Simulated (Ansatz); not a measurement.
Convergence study of the k-point mesh for CaHg (P4mm, 2 atoms in the cell)

```
CELL_PARAMETERS angstrom
      3.77342     0.00000     0.00000
      0.00000     3.77342     0.00000
      0.00000     0.00000     3.77342
ATOMIC_POSITIONS crystal
  Ca 0.00000 0.00000 0.01325
  Hg 0.50000 0.50000 0.50000
```

Computed with PBEsol, default PAW files made with PBE (plane waves; Ansatz, an electronic-structure program).

Base settings: basis.ecutwfc = 30.9 Ry; kpoints.mp_grid.grid = 9 9 9; hamiltonian.xc = pbesol; hamiltonian.pseudopotentials = {kind: paw} (the program's default PAW files); scf.occupations.method = gaussian; scf.occupations.width = 0.0073 Ry.

The second cell is the first with its lattice scaled by 0.98.

Only quantities that move along the ladder and can be compared are tabulated.

The count of work is k-points × plane waves × bands × iterations; it is no time. Core times come from one kind of shared machine, to one figure; runs under 30 s give none.

The starting cell comes from a database of computed structures (which also holds hypothetical and non-ambient phases and stackings), without a prior relaxation at this level. Its lattice was rescaled by up to half a per cent. One atom was moved a little off its site on purpose. Ansatz's pressure includes its estimate of the finite-basis (Pulay) stress.

```tsv
kpoints.mp_grid.grid	free energy less the last step's (meV/atom)	energy of the compressed cell less the first (meV/atom)	pressure (GPa)	largest difference of a force vector from the last step's (eV/Å)	count of work / last	core time / last (rough)
2 2 2	-84.61	-4.27	-1.69	0.034	0.0039	–
3 3 3	303.11	15.68	0.59	0.005	0.0033	–
4 4 4	19.25	-1.88	-1.37	0.002	0.010	–
5 5 5	-3.83	-7.52	-1.86	0.001	0.010	–
6 6 6	11.33	-0.93	-1.20	0.001	0.022	–
7 7 7	-1.58	-4.38	-1.62	0.003	0.022	–
8 8 8	9.45	-7.62	-1.88	0.001	0.042	–
9 9 9	-0.95	-4.85	-1.62	0.001	0.042	–
10 10 10	-3.39	-4.94	-1.65	0.000	0.070	–
11 11 11	6.28	-4.36	-1.57	0.000	0.070	–
13 13 13	-2.20	-5.30	-1.69	0.001	0.11	–
14 14 14	0.68	-4.23	-1.57	0.001	0.16	–
17 17 17	-0.59	-4.71	-1.62	0.000	0.23	0.2
19 19 19	0.73	-4.85	-1.63	0.000	0.31	0.3
21 21 21	-0.25	-4.80	-1.64	0.000	0.40	0.4
23 23 23	0.18	-4.69	-1.62	0.000	0.52	0.5
26 26 26	0.02	-4.71	-1.62	0.000	0.82	0.8
29 29 29	0.00	-4.81	-1.63	0.000	1.0	1
```

Coarsest kpoints.mp_grid.grid that holds the energy of the compressed cell less the first within 1 meV/atom of the last step, with all finer ones: 9 9 9, at 0.042 of the last step's count of work; the step before is off by 2.8 meV/atom.

Coarsest kpoints.mp_grid.grid that holds the forces within 0.02 eV/Å of the last step, with all finer ones: 3 3 3, at 0.0033 of the last step's count of work; the step before is off by 0.034 eV/Å.

Coarsest kpoints.mp_grid.grid that holds the pressure within 0.05 GPa of the last step, with all finer ones: 17 17 17, at 0.23 of the last step's count of work and about 0.2 of the last step's time; the step before is off by 0.06 GPa.

The energy difference between the two cells stays within 1 meV/atom of the last step's from 9 9 9 on, the total only from 14 14 14 on: much of the error is common to both cells and cancels.

Keys are those of Ansatz 0.2.
